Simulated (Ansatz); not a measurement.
Consider BN (space group P6_422, No. 181; a = 2.5952 Å, c = 5.7967 Å; a hypothetical phase, not in the database extracts checked).

Now apply this change: the cell is scaled by 0.9859 in all directions, atoms relaxed at fixed cell.

Levels (all Ansatz, an electronic-structure program, PAW): PBEsol (420 eV, no spin-orbit coupling); r2SCAN (500 eV, scalar-relativistic without spin-orbit coupling); HSE06 (420 eV, no SOC).

At the geometry relaxed with PBEsol, these levels gave the following band gaps, in shuffled order: (a) 5.05 eV, (b) 4.28 eV, (c) 3.61 eV.

### Question
Match each gap to its level.

### Answer
(a) HSE06; (b) r2SCAN; (c) PBEsol.

Single points use the geometry relaxed with PBEsol. HSE06 was sampled on its mesh, a few special points and the semilocal edge points, so its gap is an upper bound. The cells carry an imposed strain or load. No phonon test of stability was made. The base started in P3_121 and relaxed to P6_422 at this level.
